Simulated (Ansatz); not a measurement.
## What isotropic strain −2.00 % does to HgS

Base system: HgS in the zinc blende structure (space group F-43m, No. 216; a = 5.812 Å).

It is then changed as follows: an isotropic linear strain of −2.00 %; the atoms relax in the strained cell.

Computed with LDA (Ansatz, an electronic-structure program; PAW; 420 eV plane waves; scalar-relativistic without spin-orbit coupling). k-mesh 10×10×10 (Γ-centred); smearing 0.05 eV (Fermi–Dirac).

```json
[
 {"quantity": "volume per atom", "base": "24.54 Å³", "changed": "23.10 Å³", "shift": "-1.44 Å³"},
 {"quantity": "shortest interatomic distance", "base": "2.517 Å", "changed": "2.466 Å", "shift": "-0.0503 Å"},
 {"quantity": "energy relative to the base (free energy F)", "base": "0 meV/atom", "changed": "+20 meV/atom", "shift": "+20 meV/atom"},
 {"quantity": "pressure", "base": "0.0 GPa", "changed": "4.7 GPa", "shift": "+4.7 GPa"},
 {"quantity": "band gap", "base": "zero", "changed": "zero", "shift": "–"}
]
```

Final structure:

```
HgS
1.0
    0.00000     2.84785     2.84785
    2.84785     0.00000     2.84785
    2.84785     2.84785     0.00000
Hg S
1 1
Cartesian
  0.00000   0.00000   0.00000
  1.42393   1.42393   1.42393
```

Spin-orbit coupling, missing from the scalar runs, can matter with Hg. Stability against distortions was not tested. All final runs are without spin polarisation. The zero or small gap of HgS can change with the level of theory.
